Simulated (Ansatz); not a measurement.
Tl₂Se (model structure, started from the fluorite type, Fm-3m, No. 225, 3 atoms in the cell), treated with PBEsol in Ansatz (plane waves, PAW).

Numerical settings: plane-wave cutoff 520 eV, 14×14×14 k mesh, Fermi–Dirac smearing 0.05 eV, scalar-relativistic PAW data made under PBE.

Cell (relaxed with PBEsol):

```xyz
3
Lattice="0.0000 3.6680 3.6680 3.6680 0.0000 3.6680 3.6680 3.6680 0.0000" Properties=species:S:1:pos:R:3 pbc="T T T"
Se     0.0000     0.0000     0.0000
Tl     1.8340     1.8340     1.8340
Tl     5.5019     5.5019     5.5019
```

**Question.** Estimate the band gap and direct gap at Γ that the calculation returns.

**Answer.** 
band gap: 0.05 eV (under three smearing widths, so not firm)
direct gap at Γ: 2.88 eV

Note: the relaxation could raise the start's symmetry but not lower it, so the cell can be a saddle point.

Spin–orbit coupling is not included; it can close the smallest gap of 0.05 eV.

The computed numbers hold no vibrational or temperature effects.

Cost on a shared machine: about 13 core-seconds (a rough figure).

A model structure was made by putting elements into a prototype or built by hand; it is no filed structure, need not be a known phase, and can be a saddle point held by its symmetry.

Ansatz is a first-principles code.
